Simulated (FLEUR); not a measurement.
Band structure of WC (P-6m2, 2 atoms in the cell).

```
WC
1.0
    1.45500    -2.52013     0.00000
    1.45500     2.52013     0.00000
    0.00000     0.00000     2.84000
W C
1 1
Cartesian
  0.00000   0.00000   0.00000
  1.45500   0.84004   1.42000
```

Level of theory: PBE, all-electron FLAPW (FLEUR), scalar-relativistic valence in FLEUR.

Settings: Kmax = 4.3 1/bohr; GmaxXC = 17.2 1/bohr; xcFunctional = pbe; jspins = 1; l_soc = F; mode = hist; fermiSmearingEnergy = 0.00999582 Htr; mesh (inpgen div1-3) = 17 17 15; inpgen gamma flag = false; Gmax = 17.2 1/bohr; numbands = 0; maxIterBroyd = 25; imix = Anderson; alpha = 0.05.

The starting cell has typed, rounded lattice constants, without a prior relaxation at this level. Spin-orbit coupling is off. Spin polarisation is off. Values depend on the basis (sphere radii, cutoffs, local orbitals), which need not be converged.

Levels in eV from the Fermi level, bands 6 to 13:
| point | 6 | 7 | 8 | 9 | 10 | 11 | 12 | 13 |
|---|---|---|---|---|---|---|---|---|
| Γ | -4.30 | -3.34 | -3.34 | 0.07 | 3.22 | 3.22 | 5.60 | 5.60 |
| M | -7.02 | -3.62 | -3.56 | -0.47 | 2.33 | 4.52 | 4.86 | 6.85 |
| K | -6.56 | -4.55 | -3.45 | 0.61 | 0.96 | 2.04 | 3.19 | 9.22 |
| A | -8.63 | -2.02 | -2.02 | -0.59 | -0.59 | 3.65 | 4.52 | 4.52 |
| L | -6.44 | -4.31 | -4.19 | 0.28 | 4.41 | 5.29 | 6.62 | 9.22 |
| H | -7.19 | -5.39 | -1.63 | -0.66 | 4.38 | 6.36 | 7.60 | 9.11 |
